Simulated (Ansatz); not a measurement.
Hypothetical rock salt SbN, thickness series

Consider SbN in the rock salt structure (space group Fm-3m, No. 225; a = 4.982 Å; a hypothetical phase, not in the database extracts checked). Axes: x, y, z lie along the cube axes.

Free-standing slabs (2 atom(s) a layer) normal to the z axis with 15 Å of vacuum; in-plane cell held at bulk.

Calculations: Kohn–Sham DFT with the PBE functional, run in Ansatz (a quantum-chemistry and plane-wave program) with PAW and 420 eV plane waves, no spin-orbit coupling.

Notes on the quantities. layer's space group: with vacuum.

| variant | layer's space group | thickness between the outermost nuclei | band gap | shortest interatomic distance |
|---|---|---|---|---|
| base | – | – | zero | 2.491 Å |
| 1 layer | P4/mmm (No. 123) | – | zero | 2.491 Å |
| 2 layers | P4/nmm (No. 129) | 2.47 Å | 1.09 eV | 2.077 Å |
| 3 layers | P4/mmm (No. 123) | 4.96 Å | zero | 2.223 Å |
| 4 layers | P4/nmm (No. 129) | 8.89 Å | 0.99 eV | 2.077 Å |
| 5 layers | P4/mmm (No. 123) | 13.28 Å | zero | 2.078 Å |
| 6 layers | P4/nmm (No. 129) | 15.32 Å | 0.95 eV | 2.077 Å |
| 7 layers | P4/mmm (No. 123) | 17.66 Å | zero | 2.079 Å |

With Sb present, leaving out spin-orbit coupling can change the band edges. No phonon test of stability was made. All final runs are without spin polarisation. SbN has a high density of states at the Fermi level and may be magnetic at this level. A zero or small gap of SbN can be the functional's error rather than a property of the material.
